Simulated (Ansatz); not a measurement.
ScAl3: response to strain

Take ScAl$_{3}$ in the Cu3Au type structure (space group Pm-3m, No. 221; a = 4.033 Å; relaxed with 0.1 eV smearing) as the base. Axes: x, y, z lie along the cube axes.

Strains are applied to the cell and any free atomic positions relax; under biaxial strain the out-of-plane vector relaxes too.

All numbers come from LDA, PAW, 420 eV (Ansatz, a quantum-chemistry and plane-wave program; spin-orbit coupling left out).

Notes on the quantities. energy relative to the base: free energy F.

```tsv
biaxial strain, plane normal [001], relaxed out of plane (%)	energy relative to the base (meV/atom)
0	0.0
0.6	0.8
1.2	3.2
1.8	?
2.4	12.3
3	18.8
```

Q: Fit ΔE = Aε² + Bε³ (ε in %) to the rows shown and predict the withheld row.

A: Least squares on the printed values gives A = 2.31 and B = -0.075 meV/atom (largest residual 0.0 meV/atom); this predicts 7.1 meV/atom, and the run gives 7.0 meV/atom, in agreement.

No phonon test of stability was made. All final runs are without spin polarisation.
